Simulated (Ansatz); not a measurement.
# Quick settings and what they miss: LiMgBN₂ (I-4m2, 5 atoms in the cell)

Self-consistent single point.

```
CELL_PARAMETERS angstrom
     -1.89743     1.89743     4.41508
      1.89743    -1.89743     4.41508
      1.89743     1.89743    -4.41508
ATOMIC_POSITIONS crystal
  Li 0.25000 0.75000 0.50000
  Mg 0.75000 0.25000 0.50000
  B  0.50000 0.50000 0.00000
  N  0.65126 0.65126 0.00000
  N  0.34874 0.34874 0.00000
```

Computed with PBEsol, default PAW files made with PBE (plane waves; Ansatz, a quantum-chemistry and plane-wave program).

Base settings: basis.ecutwfc = 420 eV; kpoints.mp_grid.grid = 6 6 6; hamiltonian.xc = pbesol; hamiltonian.pseudopotentials = {kind: paw} (the program's default PAW files); scf.occupations.method = fixed.

Tight run (finer mesh or higher cutoff; not a proven limit): basis.ecutwfc: 420 eV → 590 eV; kpoints.mp_grid.grid: 6 6 6 → 9 9 9; scf.convergence.dr2_threshold: default (1e-07 eV) → 1e-09 eV. It gave top of the valence band (on the code's own zero) 3.13 eV; gap on the k-point mesh 2.55 eV; pressure 0.19 GPa; largest force (vector length) 0.453 eV/Å.

Quick runs, as changes from the base:
- A: the base itself
- B: kpoints.mp_grid.grid: 6 6 6 → 4 4 4; scf.occupations.method: fixed → cold; scf.occupations.width: default → 0.136 eV
- C: basis.ecutwfc: 420 eV → 250 eV; kpoints.mp_grid.grid: 6 6 6 → 1 1 1
- D: basis.ecutwfc: 420 eV → 210 eV; kpoints.mp_grid.grid: 6 6 6 → 8 8 8
- E: basis.ecutwfc: 420 eV → 210 eV; kpoints.mp_grid.grid: 6 6 6 → 2 2 2; scf.convergence.dr2_threshold: default (1e-07 eV) → 0.0001 eV
- F: basis.ecutwfc: 420 eV → 335 eV
- G: kpoints.mp_grid.grid: 6 6 6 → 4 4 4; hamiltonian.xc: pbesol → b3lyp [B3LYP]
- H: kpoints.mp_grid.grid: 6 6 6 → 3 3 3; hamiltonian.xc: pbesol → hse06 [HSE06]

Dashes: energy of G, H, another energy zero; count of G, H, another kind of functional, whose work the count does not hold.

Gaps are read on each run's own mesh, which may miss the band edges.

† marks runs with another functional, U, potentials or spin treatment: their distance from the tight run is not a convergence error alone.

The count of work is k-points × plane waves × bands × iterations; it is no time. 

Pressures in the table are Ansatz's without its Pulay estimate, at a fixed set of plane waves; the tight run's value above holds the estimate.

The starting cell comes from a database of computed structures (which also holds hypothetical and non-ambient phases and stackings), without a prior relaxation at this level. Its lattice was rescaled by a random factor within 2.5 % of one.

```csv
run,energy less tight (meV/atom),pressure less tight (GPa),largest miss in a force vector (eV/Å),gap on the mesh less tight (eV),count of work / tight
A,2.3,-0.30,0.002,-0.034,0.21
B,2.5,-0.30,0.001,-0.034,0.090
C,936.4,-26.10,0.791,1.275,0.0036
D,1463.2,-65.14,0.768,-0.288,0.17
E,1491.8,-65.00,1.030,-0.314,0.0098
F,45.9,-3.84,0.055,-0.039,0.15
G†,–,-0.63,0.699,1.645,–
H†,–,-1.21,0.511,1.535,–
```

The base run finds a smaller gap than the tight one, whose mesh may miss a band edge.

Among the runs at the tight run's level, the energy misses run from 2.3 to 1491.8 meV/atom.

Keys are those of Ansatz 0.2.
